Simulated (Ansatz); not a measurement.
Consider SnSe2 in the CdI2 type structure (space group P-3m1, No. 164; layered, stacked along the Cartesian z axis).

```
CELL_PARAMETERS angstrom
      3.82584     0.00000     0.00000
     -1.91292     3.31327     0.00000
      0.00000     0.00000     6.23092
ATOMIC_POSITIONS crystal
  Sn 0.00000 0.00000 0.00000
  Se 0.33333 0.66667 0.25294
  Se 0.66667 0.33333 0.74706
```

Cartesian axes are those of the cell as printed.

Calculations: plane-wave PAW DFT at the r2SCAN+rVV10 level (Ansatz, a quantum-chemistry and plane-wave program, 500 eV), scalar-relativistic without spin-orbit coupling.

Strains are applied to the cell and any free atomic positions relax; under biaxial strain the out-of-plane vector relaxes too.

One change was made to it. Results:

The smallest direct gap decreases by 0.024 eV to 1.46 eV; the band gap falls by 0.15 eV (0.94 eV → 0.79 eV).

Problem. Which of these changes matches the shifts?
A. strain tensor (xx, yy, zz, yz, xz, xy) = (−1.91, −0.92, +0.57, +0.75, +0.66, +0.72) %
B. biaxial strain +1.16 %, plane normal [001], relaxed out of plane
C. uniaxial strain ε_xx = +0.75 %
D. isotropic strain +2.85 %

Solution. A, strain tensor (xx, yy, zz, yz, xz, xy) = (−1.91, −0.92, +0.57, +0.75, +0.66, +0.72) %. For comparison, the band gap in the other runs: uniaxial strain ε_xx = +0.75 % gives 0.89 eV; isotropic strain +2.85 % gives 0.96 eV; biaxial strain +1.16 %, plane normal [001], relaxed out of plane gives 0.85 eV.

Stability against distortions was not tested.
